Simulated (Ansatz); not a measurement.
**BN: pressure series**

Consider BN in the zinc blende structure (space group F-43m, No. 216).

```xyz
2
Lattice="0.0000 1.8124 1.8124 1.8124 0.0000 1.8124 1.8124 1.8124 0.0000" Properties=species:S:1:pos:R:3 pbc="T T T"
N      2.7185     2.7185     2.7185
B      0.0000     0.0000     0.0000
```

Cell and atoms are relaxed at each pressure.

Computed with PBE (Ansatz, a quantum-chemistry and plane-wave program; PAW; 420 eV plane waves; no SOC).

Candidates:
(a) pressure −2 GPa
(b) pressure 10 GPa
(c) pressure 1.5 GPa
(d) pressure 7.5 GPa

Before the change:

| Property | Result |
|---|---|
| Smallest direct gap | 8.79 eV |

Q: Order them by smallest direct gap, highest first.

A: (b) pressure 10 GPa (8.92 eV), (d) pressure 7.5 GPa (8.89 eV), (c) pressure 1.5 GPa (8.81 eV), (a) pressure −2 GPa (8.77 eV)

Load acts through the strain it causes; cell and atoms are relaxed under it. No phonon test of stability was made. No other phases were tried under pressure.
